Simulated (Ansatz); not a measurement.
Structures of equal composition on the (111) surface of fcc Al: a layer of V in place of the second plane; a layer of V in place of the third plane. The slabs share one bottom face, and each structure is named by its start. These are constructed structures in small cells; real faces may alloy, dewet or reconstruct in larger ones, and not all known structures of the face are among them. Slabs of about 12 Å, Fermi-Dirac smearing of 0.1 eV. Bottom of the slabs: a bare face, its two planes held. Relaxed from the named starts with such symmetry as they have, on meshes of like density; energies extrapolated to zero smearing; spin only where a row says so; no spin-orbit coupling, no U. Brackets mark spin-polarised runs, whose order is one that fits the cell.

Level of theory: PBE (plane waves to 420 eV, PAW; Ansatz, an electronic-structure program).

Question: Rank these by energy per 1x1 cell (lowest first), as PBE gives it.

Answer: a layer of V in place of the third plane (0.000 eV [spin start, no net moment]), a layer of V in place of the second plane (0.150 eV [spin start, no net moment])
